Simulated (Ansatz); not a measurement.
Start from CsI in the CsCl type structure (space group Pm-3m, No. 221; a = 4.6100 Å).

Perturbation: every lattice vector is stretched by 2.32 %; the atoms relax in the strained cell.

All numbers come from Ansatz (a quantum-chemistry and plane-wave program) r2SCAN, without spin-orbit coupling.

Base, band edges from the VBM (valence, conduction): M 0.00, 4.77; R -1.24, 7.66; X -0.22, 5.68; Γ -0.09, 4.51 eV.

Q: Give the band edges at the high-symmetry points of the new zone, measured from its valence-band maximum.

A: 
```tsv
point	valence edge (eV)	conduction edge (eV)
Γ	-0.10	4.28
X	-0.19	5.69
M	0.00	4.77
R	-1.09	7.44
```

The gap is 4.28 eV, indirect, M → Γ.

Spin-orbit coupling, missing from the scalar runs, can matter with I. Stability against distortions was not tested.
